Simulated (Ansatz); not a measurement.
Partial pair distribution functions of a relaxed model of amorphous hafnium silicate (Hf₆Si₁₄O₄₀), broadened by 0.06 Å; density 4.23 g/cm³. Computed with PBE, scalar-relativistic without spin-orbit coupling (plane waves to 420 eV, PAW; Ansatz, a first-principles code).

Preparation: random packing, a CHGNet melt and quench, and a DFT relaxation. O atoms were pushed apart under 1.9 Å during the dynamics, to hinder bonds among them. The hot cell started wider than the set density and was brought back towards it in steps. It is the lowest in DFT energy of 8 quenches. It is a model cell: composition and starting density were chosen by hand, and all elements were melted together. No dispersion term was used. Its density started from a set value of 4.23 and ended at 4.23 g/cm³. The quench (nominally 300 K/ps over its main leg) was far faster than any real one, so the model tends to hold more defects than a real film. One small periodic cell is one sample of the glass; other quenches scatter about these values. The volume was held where the preparation left it and the shape relaxed, at a PBE pressure of 3.0 GPa. Stress components on the final sampling reach 3.0 GPa.

| r (Å) | g Si-O | g Hf-O | g Si-Si | g O-O |
|---|---|---|---|---|
| 1.35 | 0.00 | 0.00 | 0.00 | 0.00 |
| 1.45 | 0.34 | 0.00 | 0.00 | 0.00 |
| 1.55 | 7.27 | 0.00 | 0.00 | 0.00 |
| 1.65 | 14.13 | 0.00 | 0.00 | 0.00 |
| 1.75 | 2.88 | 0.07 | 0.00 | 0.00 |
| 1.85 | 0.07 | 1.96 | 0.00 | 0.00 |
| 1.95 | 0.00 | 6.47 | 0.00 | 0.00 |
| 2.05 | 0.00 | 4.29 | 0.00 | 0.00 |
| 2.15 | 0.00 | 2.93 | 0.00 | 0.00 |
| 2.25 | 0.00 | 3.10 | 0.00 | 0.00 |
| 2.35 | 0.00 | 1.41 | 0.00 | 0.10 |
| 2.45 | 0.00 | 0.58 | 0.00 | 0.47 |
| 2.55 | 0.00 | 0.36 | 0.00 | 2.01 |
| 2.65 | 0.00 | 0.09 | 0.04 | 4.89 |
| 2.75 | 0.04 | 0.00 | 1.30 | 3.81 |
| 2.85 | 0.10 | 0.00 | 3.80 | 1.38 |
| 2.95 | 0.23 | 0.00 | 3.44 | 0.96 |
| 3.05 | 0.68 | 0.01 | 3.70 | 1.20 |
| 3.15 | 0.71 | 0.15 | 1.97 | 1.01 |
| 3.25 | 0.91 | 0.32 | 0.25 | 0.85 |
| 3.35 | 1.12 | 0.13 | 0.00 | 0.67 |
| 3.45 | 1.03 | 0.24 | 0.00 | 0.67 |
| 3.55 | 0.96 | 0.55 | 0.00 | 0.70 |
| 3.65 | 1.25 | 1.02 | 0.00 | 0.52 |
| 3.75 | 1.49 | 1.63 | 0.00 | 0.45 |
| 3.85 | 1.15 | 1.65 | 0.08 | 0.56 |
| 3.95 | 1.27 | 1.26 | 0.31 | 0.68 |
| 4.05 | 1.63 | 1.02 | 0.74 | 0.82 |
| 4.15 | 1.92 | 1.46 | 1.31 | 0.74 |
| 4.25 | 1.77 | 1.35 | 0.53 | 0.66 |
| 4.35 | 1.31 | 1.06 | 1.06 | 0.76 |
| 4.45 | 0.91 | 1.24 | 1.50 | 0.95 |
| 4.55 | 0.67 | 1.60 | 1.07 | 1.06 |
| 4.65 | 0.70 | 1.60 | 1.52 | 1.12 |

Within 1.90 Å each Si has 4.00 O neighbours on average.
